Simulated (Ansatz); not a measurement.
PdGeS3 (C2/m, No. 12, 10 atoms in the cell; start mp-541785), treated with PBEsol (Ansatz, a program for electronic structure, PAW).

Run with plane-wave cutoff 520 eV, 10×10×4 k mesh (along the axes of the cell as run), Fermi–Dirac smearing 0.01 eV, scalar-relativistic PAW data made under PBE.

Cell (relaxed with PBE-D3(BJ)):

```yaml
crystal:
  lattice:
    - [7.04540, -1.73921, 0.01130]
    - [7.04540, 1.73921, 0.01130]
    - [-2.61928, 0.00000, 8.55978]
  atoms:
    - { symbol: Ge, position: [0.08632, 0.08632, 0.31363] }
    - { symbol: Ge, position: [0.91368, 0.91368, 0.68637] }
    - { symbol: Pd, position: [0.38549, 0.38549, 0.02778] }
    - { symbol: Pd, position: [0.61451, 0.61451, 0.97222] }
    - { symbol: S, position: [0.63043, 0.63043, 0.47784] }
    - { symbol: S, position: [0.36957, 0.36957, 0.52216] }
    - { symbol: S, position: [0.17940, 0.17940, 0.14733] }
    - { symbol: S, position: [0.82060, 0.82060, 0.85267] }
    - { symbol: S, position: [0.92044, 0.92044, 0.20956] }
    - { symbol: S, position: [0.07956, 0.07956, 0.79044] }
```

Task: Give the computed band gap, smallest direct gap on the k points sampled and Γ–Γ gap.

Result: 
* **band gap**: 0.98 eV
* **smallest direct gap on the k points sampled**: 1.24 eV
* **Γ–Γ gap**: 1.91 eV

Note: cell and atoms aren't relaxed at this level (largest force component 0.25 eV/Å, pressure -1.0 GPa).

Spin–orbit coupling is not included.

Computed values are for the static lattice.

It cost around 100 core-seconds (rough) of CPU time.

A start named mp-… is a Materials Project structure, which need not be a measured phase.
